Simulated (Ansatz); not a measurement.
The parent structure is SiO2 (space group P3_221, No. 154; a = 5.022 Å, c = 5.510 Å).

The values are results of PBE (Ansatz, a program for electronic structure; PAW; 420 eV plane waves; scalar-relativistic without spin-orbit coupling), not measurements.

One change was made to it. Results:

| quantity | base | after |
|---|---|---|
| c/a ratio | 1.097 | 1.103 |
| volume per atom | 13.37 Å³ | 12.64 Å³ |
| electron mass | 0.51 mₑ (at Γ) | 0.49 mₑ (at Γ) |

### Question
Which of these changes matches the shifts?
A) pressure 2.1 GPa
B) pressure 9 GPa
C) pressure −1 GPa

### Answer
A, pressure 2.1 GPa. For comparison, the electron mass in the other runs: pressure −1 GPa gives 0.51 mₑ (at Γ); pressure 9 GPa gives 0.47 mₑ (at Γ).

The levels and masses belong to the bands next to the band gap. Load acts through the strain it causes; cell and atoms are relaxed under it. Masses are band curvatures over ±0.01 Å⁻¹ around the edge. Whether these cells are dynamically stable was not tested. No other phases were tried under pressure.
